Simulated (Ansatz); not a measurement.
**bcc V (1 1 1) on zinc-blende ZnSe (1 1 1) (film strained to the substrate, started from cuts of the bulks and a machine-learned relaxation; slabs Se4Zn4 and V12, which can lie off the formulas)**

A periodic stack without vacuum, bcc V (1 1 1) on zinc-blende ZnSe (1 1 1) (film strained to the substrate, started from cuts of the bulks and a machine-learned relaxation; slabs Se4Zn4 and V12, which can lie off the formulas): substrate slab Se4Zn4, film V12, surface cells [[-1, 1], [-1, 0]] and [[1, -1], [1, 0]], film strained by -4.3 and -4.3 %, outermost planes Se/Zn and V/V as cut, which need not be the usual terminations and can put a slab off its formula.

The start was prepared with a machine-learned potential, and the result is one local minimum, with the in-plane cell held and forces under 0.04 eV/Å; the film can end far from its bulk form.

These are PBE (plane waves to 420 eV, PAW; Ansatz, an electronic-structure program) values and carry that method's errors. No spin–orbit coupling; the runs are not spin-polarised; PBE gaps are too small against experiment. Its k-point mesh 9×9×1, Fermi–Dirac width 0.05 eV.

The interface area is 14.2 Å². The period comes out as 25.52 Å, the heights between the nearest atoms of the two slabs at the two interfaces comes out as 1.73 and 1.34 Å and the Se–V contacts across the interfaces within 1.22 times the sum of covalent radii is 4, mean 2.63 Å. The V–Zn contacts across the interfaces within 1.22 times the sum of covalent radii comes out as 4, mean 2.81 Å.

```
V3ZnSe
1.0
    4.05484    -0.00004    -0.07738
    2.02723     3.51154    -0.07749
    0.49173     0.27630    25.50891
Se Zn V
4 4 12
Direct
  0.48960   0.72701   0.03049
  0.82941   0.05533   0.15933
  0.15844   0.39419   0.28930
  0.49527   0.72297   0.41948
  0.49638   0.72185   0.12829
  0.82520   0.06086   0.25710
  0.16158   0.39004   0.38685
  0.49490   0.72294   0.51672
  0.49595   0.72147   0.61577
  0.83007   0.05369   0.58437
  0.82901   0.05513   0.68577
  0.16210   0.38888   0.64531
  0.16223   0.38855   0.75656
  0.49549   0.72206   0.72130
  0.49543   0.72188   0.82910
  0.82880   0.05519   0.79407
  0.82823   0.05562   0.90365
  0.16182   0.38865   0.86633
  0.16009   0.39013   0.97797
  0.49519   0.72196   0.93473
```
